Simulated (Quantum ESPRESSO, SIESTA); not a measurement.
A Quantum ESPRESSO input for a self-consistent single point of HfO2 (P4_2/nmc, 6 atoms in the cell) (DFT, PBE+U, plane waves, GBRV 1.5 ultrasoft (PBE) pseudopotentials):

```fortran
&control
   calculation = 'scf'
   outdir = './tmp/'
   pseudo_dir = './'
   tprnfor = .true.
   tstress = .true.
/
&system
   ibrav = 0
   nat = 6
   ntyp = 2
   ecutwfc = 40
   ecutrho = 320
   occupations = 'smearing'
   smearing = 'fermi-dirac'
   degauss = 0.000734986
/
&electrons
   conv_thr = 1.0d-10
   mixing_beta = 0.3
/
ATOMIC_SPECIES
Hf   178.4900  hf_pbe_v1.uspp.F.UPF
O     15.9990  o_pbe_v1.2.uspp.F.UPF
ATOMIC_POSITIONS crystal
Hf    0.5000000000    0.5000000000    0.5000000000
Hf    0.0000000000    0.0000000000    0.0000000000
O     0.0000000000    0.5000000000    0.6972100000
O     0.0000000000    0.5000000000    0.1972100000
O     0.5000000000    0.0000000000    0.8027900000
O     0.5000000000    0.0000000000    0.3027900000
K_POINTS automatic
8 8 5  0 0 0
CELL_PARAMETERS angstrom
   3.5334700000     0.0000000000     0.0000000000
   0.0000000000     3.5334700000     0.0000000000
   0.0000000000     0.0000000000     5.1361740000
HUBBARD {atomic}
U Hf-5d 4
```

Task: Translate this input to SIESTA.

Result: This is the input that was run; spellings and numerical settings could be chosen otherwise.

```
# files in the folder: Hf.psml O.psml (PseudoDojo PBE standard)
SystemName  HfO2
SystemLabel hfo2

NumberOfAtoms                6
NumberOfSpecies              2
%block ChemicalSpeciesLabel
  1 72 Hf
  2 8 O
%endblock ChemicalSpeciesLabel
LatticeConstant              3.533470 Ang
%block LatticeVectors
     1.000000000    0.000000000    0.000000000
     0.000000000    1.000000000    0.000000000
     0.000000000    0.000000000    1.453577928
%endblock LatticeVectors
AtomicCoordinatesFormat      Bohr
%block AtomicCoordinatesAndAtomicSpecies
     3.338645285    3.338645285    4.852981094  1
     0.000000000    0.000000000    0.000000000  1
     0.000000000    3.338645285    6.767093897  2
     0.000000000    3.338645285    1.914112803  2
     3.338645285    0.000000000    7.791849385  2
     3.338645285    0.000000000    2.938868291  2
%endblock AtomicCoordinatesAndAtomicSpecies

XC.functional                GGA
XC.authors                   PBE
PAO.BasisSize                TZP
PAO.EnergyShift              0.01 Ry
MeshCutoff                   350 Ry
%block kgrid.MonkhorstPack
    8   0   0  0.0
    0   8   0  0.0
    0   0   5  0.0
%endblock kgrid.MonkhorstPack
OccupationFunction           FD
ElectronicTemperature        116.05 K
DFTU.ProjectorGenerationMethod 2
DFTU.CutoffNorm              0.9
DFTU.FirstIteration          true
%block DFTU.proj
  Hf 1
  n=5 2
  4.00 0.00
  0.00 0.00
%endblock DFTU.proj

MaxSCFIterations             150
SCF.Mixer.Method             Broyden
SCF.Mixer.Weight             0.1
SCF.Mixer.History            8
SCF.DM.Tolerance             1.0E-05
Diag.ParallelOverK           true
WriteForces                  true
```

Basis settings and potentials, where a program has them, do not carry over. This input uses DFT, GGA PBE+U, numerical atomic orbitals TZP, PseudoDojo PBE standard norm-conserving potentials (rewritten from UPF to PSML).

The starting cell comes from a database of computed structures (which also holds hypothetical and non-ambient phases and stackings), without a prior relaxation at this level. Its lattice was rescaled by a random factor within 2.5 % of one.
